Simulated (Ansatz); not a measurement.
The starting structures come from a database of crystals and need not be the phases stable at ambient conditions.

By PBEsol, the system below comes out a metal.

A figure of merit of an interconnect metal is its ballistic conductance per area.

Consider the following.

```xyz
4
Lattice="4.9560 0.0000 0.0000 0.0000 5.2790 0.0000 0.0000 0.0000 4.8588" Properties=species:S:1:pos:R:3 pbc="T T T"
In     2.4780     2.6138     0.0000
In     0.0000     2.6651     2.4294
Bi     2.4780     0.0000     2.4294
Bi     0.0000     0.0000     0.0000
```

Space group of this cell: Pmmn. The cell is strained (lengths across the current scaled by 1.02, ions clamped); by PBEsol its mean pressure is -3.8 GPa.

The current flows along the normal of the first two printed cell vectors. No spin-orbit coupling; the value is a mean over 0.1 eV about the Fermi level.

**Question.** Compute, with PBEsol run with Ansatz (an electronic-structure program), the ballistic conductance per area.

**Answer.** 0.74 × 10¹⁵ S/m² for both spins.
